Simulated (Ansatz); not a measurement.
The parent structure is HfS2 in the CdI2 type structure (space group P-3m1, No. 164; layered, stacked along the Cartesian z axis).

```xyz
3
Lattice="3.6057 0.0000 0.0000 -1.8029 3.1226 0.0000 0.0000 0.0000 5.7676" Properties=species:S:1:pos:R:3 pbc="T T T"
Hf     0.0000     0.0000     0.0000
S      0.0000     2.0818     1.4564
S      1.8029     1.0409     4.3112
```

Levels (all Ansatz, a program for electronic structure, PAW): PBE-D3(BJ) (420 eV, scalar-relativistic without spin-orbit coupling); HSE06 (420 eV, without spin-orbit coupling).

The geometry is relaxed with PBE-D3(BJ).

| Item | Value |
|---|---|
| PBE-D3(BJ) lowest conduction level above the VBM at special points | L 0.85 eV; M 1.00 eV; A 1.79 eV; Γ 1.85 eV |

Question: What does HSE06 give at this geometry for the lowest conduction level above the VBM at special points?

Answer: The lowest conduction level above the VBM at special points goes from L 0.85 eV; M 1.00 eV; A 1.79 eV; Γ 1.85 eV to L 1.65 eV; M 1.79 eV; A 2.72 eV; Γ 2.78 eV.

Single points use the geometry relaxed with PBE-D3(BJ). HSE06 gaps are upper bounds (no full band path). The levels and masses belong to the bands next to the band gap. Whether these cells are dynamically stable was not tested.
